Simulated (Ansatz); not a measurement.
CeO₂ (P4₂/mnm, No. 136, 6 atoms in the cell; start mp-1018664; a measured phase of this formula has another space group) was calculated with r²SCAN (Ansatz, a first-principles code, PAW).

Settings: plane-wave cutoff 560 eV, 8×8×10 k mesh (along the axes of the cell as run), Fermi–Dirac smearing 0.01 eV, no spin polarisation, scalar-relativistic PAW data made under PBE.

Cell (relaxed at this level):

```xyz
6
Lattice="5.1076 0.0000 0.0000 0.0000 5.1076 0.0000 0.0000 0.0000 3.6227" Properties=species:S:1:pos:R:3 pbc="T T T"
Ce     2.5538     2.5538     1.8114
Ce     0.0000     0.0000     0.0000
O      4.1484     0.9591     1.8114
O      0.9591     4.1484     1.8114
O      1.5947     1.5947     0.0000
O      3.5129     3.5129     0.0000
```

Problem. Predict the bulk modulus.

Solution. 
- bulk modulus = 134 GPa

Note: the bulk modulus is −V dP/dV from two relaxed cells at ±2 % in volume; the relaxation could not lower the start's symmetry, so the cell can be a saddle point above a distorted one; the 4f shell is treated without U or exact exchange, so its levels and filling can be wrong.

Spin–orbit coupling is not included.

Computed values are for the static lattice.

Computing time: around 5 core-minutes (rough).

A start named mp-… is a Materials Project structure, which need not be a measured phase.
